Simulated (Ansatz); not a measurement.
The starting structures come from a database of crystals and need not be the phases stable at ambient conditions.

By PBEsol, the system below comes out a metal.

Data:

```
CELL_PARAMETERS angstrom
      5.17211     0.00000     0.00000
      0.00000     7.31447     0.00000
      0.00000     3.65723     3.65723
ATOMIC_POSITIONS crystal
  Nb 0.00000 0.50000 0.75000
  Nb 0.00000 0.50000 0.25000
  Nb 0.50000 0.75000 0.25000
  Nb 0.50000 0.25000 0.75000
  Nb 0.75000 0.00000 0.50000
  Nb 0.25000 0.00000 0.50000
  Ir 0.50000 0.50000 0.00000
  Ir 0.00000 0.00000 0.00000
```

Space group of this cell: Pm-3n, A15 (Cr3Si type). The cell is taken as given; by PBEsol its mean pressure is -7.8 GPa.

The current flows along the normal of the first two printed cell vectors, the (110) plane of the conventional cell. No spin-orbit coupling; the value is a mean over 0.1 eV about the Fermi level.

Problem. Predict the ballistic conductance per area from PBEsol run with Ansatz (a first-principles code).

Solution. 0.57 × 10¹⁵ S/m² for both spins.
